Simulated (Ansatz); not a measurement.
Take HgS in the zinc blende structure (space group F-43m, No. 216; a = 5.876 Å) as the base. Axes: x, y, z lie along the cube axes.

The values are results of DFT with PBEsol, PAW potentials and a 420 eV plane-wave cutoff in Ansatz (a first-principles code), scalar-relativistic without spin-orbit coupling, not measurements.

Base values:

```
Item                Value
---------------  --------
Volume per atom  25.36 Å³
Band gap             zero
Pressure          0.0 GPa
```

One thing is altered: biaxial strain +0.42 %, plane normal [111], relaxed out of plane (Cartesian); in-plane vectors clamped, the third vector and the atoms free.

Estimate the effect on the volume per atom, band gap and pressure.

The volume per atom rises by 0.11 Å³ to 25.47 Å³; the band gap remains zero; the pressure (mean of the normal stresses, compression positive) goes from zero to -0.3 GPa.

Spin-orbit coupling, missing from the scalar runs, can matter with Hg. No phonon test of stability was made. The final runs are not spin-polarised. Gaps under 0.05 eV, about the width of the smearing, are given as zero. A zero or small gap of HgS can be the functional's error rather than a property of the material.
